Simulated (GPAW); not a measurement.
# Input and output of a self-consistent single point for ScAg2 (I4mm, 3 atoms in the cell) (GPAW)

Computed with PBEsol, GPAW PAW datasets PBEsol (made by gpaw-setup) (plane waves; GPAW).

Input:

```python
from ase import Atoms
from ase.units import GPa
from gpaw import GPAW

atoms = Atoms(['Sc', 'Ag', 'Ag'],
              cell=[[-1.774437, 1.774437, 4.476600],
                    [1.774437, -1.774437, 4.476600],
                    [1.774437, 1.774437, -4.476600]],
              positions=[[-0.000000, 0.000000, 0.050004],
                         [-0.000000, 0.000000, 5.968561],
                         [-0.000000, 0.000000, 2.984639]],
              pbc=True)

calc = GPAW(mode={'name': 'pw', 'ecut': 850},
            xc='PBEsol',
            kpts={'size': (6, 6, 6), 'gamma': True},
            occupations={'name': 'fermi-dirac', 'width': 0.1},
            nbands=-9,
            convergence={'density': 1e-05, 'energy': 1e-05},
            symmetry={'symmorphic': False, 'tolerance': 0.0005},
            maxiter=120,
            txt='-')

atoms.calc = calc

energy = atoms.get_potential_energy()
print('Energy (eV):', round(energy, 6))
forces = atoms.get_forces()
print('Forces (eV/Ang):')
print(forces.round(5))
stress = atoms.get_stress()
print('Stress (GPa, Voigt):', (stress / GPa).round(4))
```

Output, abridged:

```
Input parameters:
  convergence: {density: 1e-05,
                energy: 1e-05}
  kpts: {gamma: True,
         size: (6, 6, 6)}
  maxiter: 120
  mode: {ecut: 850,
         name: pw}
  nbands: -9
  occupations: {name: fermi-dirac,
                width: 0.1}
  symmetry: {symmorphic: False,
             tolerance: 0.0005}
  xc: PBEsol

species:
  Sc:
    name: Scandium
    Z: 21.0
    valence: 11
    core: 10
    charge: 0.0
    file: Sc.PBEsol.gz

    # Using partial waves for Sc as LCAO basis

  Ag:
    name: Silver
    Z: 47.0
    valence: 17
    core: 30
    charge: 0.0
    file: Ag.PBEsol.gz

    # Using partial waves for Ag as LCAO basis

Reference energy: -309822.030781  # eV

Spin-paired calculation

Convergence criteria:
 Maximum [total energy] change in last 3 cyles: 1e-05 eV / valence electron
 Maximum integral of absolute [dens]ity change: 1e-05 electrons / valence electron
 Maximum integral of absolute [eigenst]ate change: 4e-08 eV^2 / valence electron
 Maximum number of scf [iter]ations: 120

Symmetries present (total): 8
Symmetries with fractional translations: 0
216 k-points: 6 x 6 x 6 Monkhorst-Pack grid + [1/12,1/12,1/12]
30 k-points in the irreducible part of the Brillouin zone
       k-points in crystal coordinates                weights
   0:     0.00000000    0.00000000    0.00000000          1/216
   1:     0.16666667   -0.16666667    0.00000000          4/216
   2:     0.16666667   -0.16666667    0.16666667          4/216
   [... 7 lines left out ...]
          ...
  29:     0.50000000    0.50000000    0.50000000          1/216

Wave functions: Plane wave expansion
  Cutoff energy: 850.000 eV
  Number of coefficients (min, max): 3146, 3193
  Pulay-stress correction: 0.000000 eV/Ang^3 (de/decut=0.000000)

Occupation numbers: Fermi-Dirac:
  width: 0.1000  # eV

Eigensolver

Densities:
  Coarse grid: 35*35*35 grid
  Fine grid: 70*70*70 grid
  Total Charge: 0.000000

Density mixing:
  Method: separate
  Backend: pulay
  Linear mixing parameter: 0.05
  old densities: 5
  Damping of long wavelength oscillations: 50

Hamiltonian:
  XC and Coulomb potentials evaluated on a 70*70*70 grid
  External potential:
    NoExternalPotential

XC parameters: PBEsol with 2 nearest neighbor stencil

Number of atoms: 3
Number of atomic orbitals: 37
Number of bands in calculation: 31
Number of valence electrons: 45
Bands to converge: occupied

Density initialized from atomic densities
  31 bands from LCAO basis set

Atomic positions and initial magnetic moments

Positions:
   0 Sc    -0.000000    0.000000    0.050004    ( 0.0000,  0.0000,  0.0000)
   1 Ag    -0.000000    0.000000    5.968561    ( 0.0000,  0.0000,  0.0000)
   2 Ag    -0.000000    0.000000    2.984639    ( 0.0000,  0.0000,  0.0000)

Unit cell:
           periodic     x           y           z      points  spacing
  1. axis:    yes   -1.774437    1.774437    4.476600    35     0.0943
  2. axis:    yes    1.774437   -1.774437    4.476600    35     0.0943
  3. axis:    yes    1.774437    1.774437   -4.476600    35     0.0717

  Lengths:   5.131978   5.131978   5.131978
  Angles:  139.543508 139.543508  58.547076

Effective grid spacing dv^(1/3) = 0.1096

     iter     time        total  log10-change:
                         energy   eigst   dens
iter:   1 --:--:--   -14.578008
iter:   2 --:--:--   -14.057791   -0.48  -1.37
iter:   3 --:--:--   -13.074755   -0.66  -1.42
iter:   4 --:--:--   -13.000690   -1.96  -1.80
iter:   5 --:--:--   -12.918142   -1.84  -1.88
iter:   6 --:--:--   -12.979975   -2.32  -2.23
iter:   7 --:--:--   -12.909090   -2.74  -2.16
iter:   8 --:--:--   -12.904139   -3.33  -2.63
iter:   9 --:--:--   -12.903317   -3.89  -2.88
iter:  10 --:--:--   -12.903138   -4.20  -3.15
iter:  11 --:--:--   -12.903169c  -5.21  -3.58
iter:  12 --:--:--   -12.903152c  -6.00  -3.58
iter:  13 --:--:--   -12.903125c  -5.57  -3.63
iter:  14 --:--:--   -12.903120c  -6.06  -3.74
iter:  15 --:--:--   -12.903118c  -5.79  -3.82
iter:  16 --:--:--   -12.903123c  -6.40  -4.04
iter:  17 --:--:--   -12.903126c  -6.87  -4.11
iter:  18 --:--:--   -12.903127c  -6.95  -4.20
iter:  19 --:--:--   -12.903121c  -7.20  -4.37
iter:  20 --:--:--   -12.903118c  -7.18  -4.58
iter:  21 --:--:--   -12.903119c  -8.35c -4.79
iter:  22 --:--:--   -12.903121c  -7.81c -4.83
iter:  23 --:--:--   -12.903120c  -8.89c -5.19c

Converged after 23 iterations.

Dipole moment: (0.000000, -0.000000, -0.778297) |e|*Ang

Energy contributions relative to reference atoms: (reference = -309822.030781)

Kinetic:        -15.756740
Potential:      +10.855428
External:        +0.000000
XC:              -8.601441
Entropy (-ST):   -0.046867
Local:           +0.623066
SIC:             +0.000000
--------------------------
Free energy:    -12.926554
Extrapolated:   -12.903120

Showing only first 2 kpts
 Kpt  Band  Eigenvalues  Occupancy
  0    20      3.78410    2.00000
  0    21      6.82471    1.99923
  0    22      8.35714    0.00114
  0    23      8.98314    0.00000

  1    20      3.79282    2.00000
  1    21      7.26905    1.93634
  1    22      8.57721    0.00013
  1    23      8.59267    0.00011

Fermi level: 7.61055

No gap
No difference between direct/indirect transitions
Energy (eV): -12.90312

Forces in eV/Ang:
  0 Sc    0.00000    0.00000   -0.27822
  1 Ag    0.00000    0.00000    0.14998
  2 Ag    0.00000    0.00000    0.12868

Stress tensor:
     0.021195     0.000000    -0.000000
     0.000000     0.021195    -0.000000
    -0.000000    -0.000000     0.028034
Stress (GPa, Voigt): [ 3.3958  3.3958  4.4916 -0.     -0.      0.    ]
```

The run converged in 23 iterations. GPAW prints stress with tension positive.

The starting cell comes from a database of computed structures (which also holds hypothetical and non-ambient phases and stackings), without a prior relaxation at this level. Its lattice was rescaled by up to half a per cent. One atom was moved a little off its site on purpose. With a pressure of about -4 GPa the cell is away from its equilibrium volume at this level.

Cost on one core of a shared machine: roughly 4 min.
